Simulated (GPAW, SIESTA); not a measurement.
A SIESTA input for a self-consistent single point of PbO2 (P4_2/mnm, 6 atoms in the cell) (DFT, GGA PBE, numerical atomic orbitals DZP, PseudoDojo PBE standard norm-conserving potentials (rewritten from UPF to PSML)):

```
# files in the folder: Pb.psml O.psml (PseudoDojo PBE standard)
SystemName  PbO2
SystemLabel PbO2

NumberOfAtoms                6
NumberOfSpecies              2
%block ChemicalSpeciesLabel
  1 82 Pb
  2 8 O
%endblock ChemicalSpeciesLabel
LatticeConstant              1.0 Ang
%block LatticeVectors
     4.961633000    0.000000000    0.000000000
     0.000000000    4.961633000    0.000000000
     0.000000000    0.000000000    3.386255000
%endblock LatticeVectors
AtomicCoordinatesFormat      Fractional
%block AtomicCoordinatesAndAtomicSpecies
     0.000000000    0.000000000    0.000000000  1
     0.500000000    0.500000000    0.500000000  1
     0.307430000    0.307430000    0.000000000  2
     0.692570000    0.692570000    0.000000000  2
     0.192570000    0.807430000    0.500000000  2
     0.807430000    0.192570000    0.500000000  2
%endblock AtomicCoordinatesAndAtomicSpecies

XC.functional                GGA
XC.authors                   PBE
PAO.BasisSize                DZP
PAO.EnergyShift              0.005 Ry
MeshCutoff                   350 Ry
%block kgrid.MonkhorstPack
    5   0   0  0.0
    0   5   0  0.0
    0   0   7  0.0
%endblock kgrid.MonkhorstPack
OccupationFunction           MP
OccupationMPOrder            0
ElectronicTemperature        200.0 meV

MaxSCFIterations             150
SCF.Mixer.Method             Pulay
SCF.Mixer.Weight             0.1
SCF.Mixer.History            6
SCF.DM.Tolerance             1.0E-04
Diag.ParallelOverK           true
WriteForces                  true
```

**Question.** Write the same calculation as an input for GPAW.

**Answer.** This is the input that was run; spellings and numerical settings could be chosen otherwise.

```python
from ase import Atoms
from ase.units import GPa
from gpaw import GPAW

atoms = Atoms(['Pb', 'Pb', 'O', 'O', 'O', 'O'],
              cell=[[4.961633, 0.000000, 0.000000],
                    [0.000000, 4.961633, 0.000000],
                    [0.000000, 0.000000, 3.386255]],
              positions=[[0.000000, 0.000000, 0.000000],
                         [2.480816, 2.480816, 1.693127],
                         [1.525355, 1.525355, 0.000000],
                         [3.436278, 3.436278, 0.000000],
                         [0.955462, 4.006171, 1.693127],
                         [4.006171, 0.955462, 1.693127]],
              pbc=True)

calc = GPAW(mode={'name': 'pw', 'ecut': 950},
            xc='PBE',
            kpts=(5, 5, 7),
            occupations={'name': 'methfessel-paxton', 'width': 0.2, 'order': 0},
            nbands=-10,
            convergence={'density': 1e-05, 'energy': 1e-05},
            symmetry={'symmorphic': False, 'tolerance': 0.0005},
            maxiter=120)

atoms.calc = calc

energy = atoms.get_potential_energy()
print('Energy (eV):', round(energy, 6))
forces = atoms.get_forces()
print('Forces (eV/Ang):')
print(forces.round(5))
stress = atoms.get_stress()
print('Stress (GPa, Voigt):', (stress / GPa).round(4))
```

Basis, cutoffs, solver keys and any potentials are the target program's own. This input uses DFT PBE, plane waves, GPAW PAW datasets PBE (gpaw-data 1.0.1).

The starting cell comes from a database of computed structures (which also holds hypothetical and non-ambient phases and stackings), without a prior relaxation at this level. Its lattice was rescaled by a random factor within 2.5 % of one. For this run, on top of that: lattice scaled by 0.98.
